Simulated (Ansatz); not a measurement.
The parent structure is CdS in the wurtzite structure (space group P6_3mc, No. 186; a = 4.074 Å, c = 6.637 Å). Axes: x lies along a and z along c of the hexagonal cell.

All numbers come from Ansatz (a first-principles code) LDA, without spin-orbit coupling.

Perturbation: uniaxial strain ε_xx = +1.20 %, all other strain components held at zero, atoms relaxed at fixed cell.

Task: Predict the stress tensor and what it implies for the stiffness.

Result: Stress of the strained cell less that of the base (GPa, compression positive):
```
  -1.11    0.00    0.00
   0.00   -0.68    0.00
   0.00    0.00   -0.57
```

Then −Δσ_ii/ε with ε = 0.0120 gives relaxed-ion elastic constants: C11 ≈ 93 GPa, C12 ≈ 57 GPa and C13 ≈ 48 GPa.

Stability against distortions was not tested.
